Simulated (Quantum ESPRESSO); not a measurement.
Quantum ESPRESSO run on CsCaH3 (Pm-3m, 5 atoms in the cell): zone-centre phonon calculation.

Level of theory: LDA (PZ), GBRV 1.5 ultrasoft (LDA) pseudopotentials (plane waves; Quantum ESPRESSO).

```
CELL_PARAMETERS angstrom
      4.59808     0.00000     0.00000
      0.00000     4.59808     0.00000
      0.00000     0.00000     4.59808
ATOMIC_POSITIONS crystal
  Cs 0.00000 0.00000 0.00000
  Ca 0.50000 0.50000 0.50000
  H  0.50000 0.00000 0.50000
  H  0.00000 0.50000 0.50000
  H  0.50000 0.50000 0.00000
```

Reference input (self-consistent single point, DFT, LDA (PZ), plane waves, GBRV 1.5 ultrasoft (LDA) pseudopotentials): ecutwfc = 40 Ry; ecutrho = 200 Ry; occupations = fixed; potentials = {Cs: cs_lda_v1.uspp.F.UPF, Ca: ca_lda_v1.uspp.F.UPF, H: h_lda_v1.4.uspp.F.UPF}; K_POINTS = automatic 3 3 3 0 0 0; nbnd = 15; conv_thr = 1e-10 Ry; mixing_beta = 0.7. This run's input differs from it in these lines:

```diff
@@ -12,4 +12,4 @@
   ntyp = 3
-  ecutwfc = 40
-  ecutrho = 200
+  ecutwfc = 28
+  ecutrho = 140
   occupations = 'fixed'
```

Step 2 (ph.x):

```fortran
phonons at the zone centre
&INPUTPH
  prefix = 'scf'
  outdir = './work'
  tr2_ph = 1.0d-14
  fildyn = 'dyn.G'
  epsil = .true.
/
0.0 0.0 0.0
```

Step 3 (dynmat.x):

```fortran
&INPUT
  fildyn = 'dyn.G'
  asr = 'simple'
/
```

Log, with long lists cut:

Output of step 1:

```
     Self-consistent Calculation

     iteration #  1     ecut=    28.00 Ry     beta= 0.70

     total energy              =    -141.48523406 Ry
     estimated scf accuracy    <       0.29998571 Ry

     iteration #  2     ecut=    28.00 Ry     beta= 0.70

     total energy              =    -141.54631272 Ry
     estimated scf accuracy    <       0.00737660 Ry

     iteration #  3     ecut=    28.00 Ry     beta= 0.70

     total energy              =    -141.54762748 Ry
     estimated scf accuracy    <       0.00035975 Ry

   [... 3 blocks of this kind left out ...]

     iteration #  7     ecut=    28.00 Ry     beta= 0.70

     total energy              =    -141.54774437 Ry
     estimated scf accuracy    <       0.00000004 Ry

     iteration #  8     ecut=    28.00 Ry     beta= 0.70
     End of self-consistent calculation

     highest occupied, lowest unoccupied level (ev):     2.7775    6.4744

!    total energy              =    -141.54774438 Ry
     estimated scf accuracy    <          4.3E-11 Ry

     convergence has been achieved in   8 iterations

     Forces acting on atoms (cartesian axes, Ry/au):

     atom    1 type  1   force =     0.00000000    0.00000000    0.00000000
   [... zero for the other atoms too ...]

     Total force =     0.000000     Total SCF correction =     0.000000

          total   stress  (Ry/bohr**3)                   (kbar)     P=      -22.06
  -0.00014998   0.00000000   0.00000000          -22.06        0.00        0.00
   0.00000000  -0.00014998   0.00000000            0.00      -22.06        0.00
   0.00000000   0.00000000  -0.00014998            0.00        0.00      -22.06

   JOB DONE.
```

Output of step 2:

```
     Reading xml data from directory:

     ./work/scf.save/

     G-vector sticks info
     --------------------
     sticks:   dense  smooth     PW     G-vecs:    dense   smooth      PW
     Sum         845     673    193                18325    13205    2103

     Reading collected, re-writing distributed wavefunctions in ./work/

     Number and degeneracy of irreps per q-point
       N         xq(1)         xq(2)         xq(3)   N irreps
       1   0.000000000   0.000000000   0.000000000       5
        3   3   3   3   3

     Calculation of q =    0.0000000   0.0000000   0.0000000

     phonons at the zone centre

     bravais-lattice index     =            0
     lattice parameter (alat)  =       8.6891  a.u.
     unit-cell volume          =     656.0354 (a.u.)^3
   [... lines left out ...]

     Mode symmetry, O_h (m-3m)  point group:

     Electric field:
     Dielectric constant
     Born effective charges as d Force / d E

     Atomic displacements:
     There are    5 irreducible representations

     Representation     1      3 modes -  To be done

     Representation     2      3 modes -  To be done

     Representation     3      3 modes -  To be done

     Representation     4      3 modes -  To be done

     Representation     5      3 modes -  To be done

     Alpha used in Ewald sum =   1.4000
     Electric Fields Calculation

      iter #   1   av.it.:   7.6
      thresh= 1.000E-02 alpha_mix =  0.700 |ddv_scf|^2 =  7.470E-08

      iter #   2   av.it.:  13.9
      thresh= 2.733E-05 alpha_mix =  0.700 |ddv_scf|^2 =  7.935E-09

   [... 4 blocks of this kind left out ...]

      iter #   7   av.it.:  13.6
      thresh= 1.617E-08 alpha_mix =  0.700 |ddv_scf|^2 =  1.432E-16

     End of electric fields calculation
          Dielectric constant in cartesian axis

          (       3.587252485       0.000000000       0.000000000 )
          (       0.000000000       3.587252485       0.000000000 )
          (       0.000000000       0.000000000       3.587252485 )

          Effective charges (d Force / dE) in cartesian axis without acoustic sum rule applied (asr)

           atom    1  Cs    Mean Z*:        1.12145
      Ex  (        1.12145        0.00000        0.00000 )
      Ey  (        0.00000        1.12145        0.00000 )
      Ez  (        0.00000        0.00000        1.12145 )
           atom    2  Ca    Mean Z*:        1.91983
      Ex  (        1.91983        0.00000        0.00000 )
      Ey  (        0.00000        1.91983        0.00000 )
      Ez  (        0.00000        0.00000        1.91983 )
           atom    3  H     Mean Z*:       -0.99138
   [... lines left out ...]
     freq (   15) =      29.204509 [THz] =     974.157553 [cm-1]
 **************************************************************************

     Mode symmetry, O_h (m-3m)  point group:

     freq (   1-   3) =         -1.4  [cm-1]   --> T_1u G_15  G_4- I
     freq (   4-   6) =        103.2  [cm-1]   --> T_1u G_15  G_4- I
     freq (   7-   9) =        434.1  [cm-1]   --> T_2u G_25  G_5-
     freq (  10-  12) =        464.4  [cm-1]   --> T_1u G_15  G_4- I
     freq (  13-  15) =        974.2  [cm-1]   --> T_1u G_15  G_4- I
   JOB DONE.
```

Output of step 3:

```
     diagonalizing the dynamical matrix ...

 q =      0.00000000     0.00000000     0.00000000
 **************************************************************************
     freq (    1) =       0.000000 [THz] =       0.000006 [cm-1]
 ( -0.232369   0.000000    -0.382100   0.000000     0.002152  -0.000000   )
 ( -0.232369   0.000000    -0.382100   0.000000     0.002152  -0.000000   )
 ( -0.232369   0.000000    -0.382100   0.000000     0.002152  -0.000000   )
 ( -0.232369   0.000000    -0.382100   0.000000     0.002152  -0.000000   )
 ( -0.232369   0.000000    -0.382100   0.000000     0.002152  -0.000000   )
     freq (    2) =       0.000000 [THz] =       0.000011 [cm-1]
 ( -0.382018   0.000000     0.232366   0.000000     0.008268   0.000000   )
   [... lines left out ...]
     freq (   15) =      29.299030 [THz] =     977.310435 [cm-1]
 ( -0.000000   0.000000    -0.000000   0.000000    -0.000607   0.000000   )
 ( -0.000000   0.000000    -0.000000   0.000000    -0.018815   0.000000   )
 ( -0.000000   0.000000     0.000000   0.000000    -0.082458   0.000000   )
 (  0.000000   0.000000    -0.000000   0.000000    -0.082458   0.000000   )
 ( -0.000000   0.000000    -0.000000   0.000000     0.992999   0.000000   )
 **************************************************************************
```

The run converged in 8 iterations. 

Summary of the result:
- Free energy E − TS: -1925.8552 eV
- Top of the valence band (on the code's own zero): 2.78 eV
- Gap on the k-point mesh: 3.70 eV
- Pressure: -2.21 GPa
- Zone-centre frequencies (cm⁻¹; negative means imaginary): 0, 0, 0, 104, 104, 104, 432, 432, 432, 463, 463, 463, 977, 977, 977
- ε∞ at this k-point mesh, which may be far from converged in small-gap cells (xx, yy, zz): 3.59, 3.59, 3.59
- Born charges at this mesh (mean of the diagonal, e): Cs 1.11, Ca 1.91, H -1.00, H -1.00, H -1.00

The starting cell comes from a database of computed structures (which also holds hypothetical and non-ambient phases and stackings), without a prior relaxation at this level. Its lattice was rescaled by up to half a per cent. The frequencies listed for the zone centre hold no LO-TO term.
